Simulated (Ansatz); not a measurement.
Base system: SnO in the litharge type structure (space group P4/nmm, No. 129; layered, stacked along the Cartesian z axis).

```
SnO
1.0
    3.79339     0.00000     0.00000
    0.00000     3.79339     0.00000
    0.00000     0.00000     4.76431
Sn O
2 2
Direct
  0.50000   0.00000   0.24059
  0.00000   0.50000   0.75941
  0.00000   0.00000   0.00000
  0.50000   0.50000   0.00000
```

Computed with Kohn–Sham DFT with the r2SCAN+rVV10 functional, run in Ansatz (a quantum-chemistry and plane-wave program) with PAW and 500 eV plane waves, spin-orbit coupling left out.

Free-standing slabs (4 atom(s) a layer) normal to the stacking axis with 15 Å of vacuum; in-plane cell relaxed.

One change was made to it. Results:

```json
[
 {"quantity": "band gap", "base": "zero", "after": "0.55 eV"},
 {"quantity": "gap character", "base": "–", "after": "indirect, Γ → M"},
 {"quantity": "excess energy per area of both faces (slab less bulk energy over the cell's area: twice a surface energy) (uncertain by up to 0.1 J/m²)", "base": "–", "after": "0.5 J/m²"},
 {"quantity": "in-plane lattice parameter a", "base": "3.793 Å", "after": "3.781 Å"}
]
```

Problem. What was done to the base?
A) 1 layer
B) 3 layers
C) 2 layers

Solution. B, 3 layers. For comparison, the band gap in the other runs: 1 layer gives 3.42 eV; 2 layers gives 1.15 eV.

The excess energy carries the mismatch between the slab's and the bulk's meshes. Whether these cells are dynamically stable was not tested. The final runs are not spin-polarised. The zero or small gap of SnO can change with the level of theory.
